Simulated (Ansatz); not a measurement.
Amorphous Ti20O41Zn, 62 atoms at 3.66 g/cm³, one PBE-relaxed geometry, zone centre. Methods: PBE, scalar-relativistic without spin-orbit coupling (Ansatz, an electronic-structure program); r2SCAN, scalar-relativistic without spin-orbit coupling (Ansatz); HSE06, scalar-relativistic without spin-orbit coupling (Ansatz). Plane waves to 420 eV (r2SCAN 500 eV); exact exchange is cut at the cell's faces. At PBE the levels at the filled edge of the gap are localised (band-tail or defect states). All rungs ran without spin polarisation.

Preparation: random packing, a CHGNet melt and quench, and a DFT relaxation. O atoms were pushed apart under 1.9 Å during the dynamics, to hinder bonds among them. The hot cell started wider than the set density and was brought back towards it in steps. It is the lowest in DFT energy of 2 quenches. It is a model cell: composition and starting density were chosen by hand, and all elements were melted together. No dispersion term was used. Its density started from a set value of 3.66 and ended at 3.66 g/cm³. Cooling (nominally 300 K/ps over its main leg) ran many orders faster than in experiment, which tends to leave more defects and strain. Values belong to this one cell and scatter from quench to quench. The volume was held where the preparation left it and the shape relaxed, at a PBE pressure of 1.6 GPa. Stress components on the final sampling reach 1.8 GPa.

The relaxation ran on the zone centre alone. At PBE the level gap is 2.62 eV on a 2×2×2 Γ-centred mesh, and the spacing at the zone centre alone 2.72 eV.

Question: What zone-centre spacing does r2SCAN give, roughly?

Answer: 3.07 eV (+0.35 eV against PBE).

Question: What zone-centre spacing does HSE06 give, roughly?

Answer: 4.29 eV (+1.57 eV against PBE).

The highest filled and the lowest empty state spread over these numbers of atoms (participation numbers): PBE: 10.4 and 11.4; r2SCAN: 9.9 and 9.7; HSE06: 9.7 and 10.2.
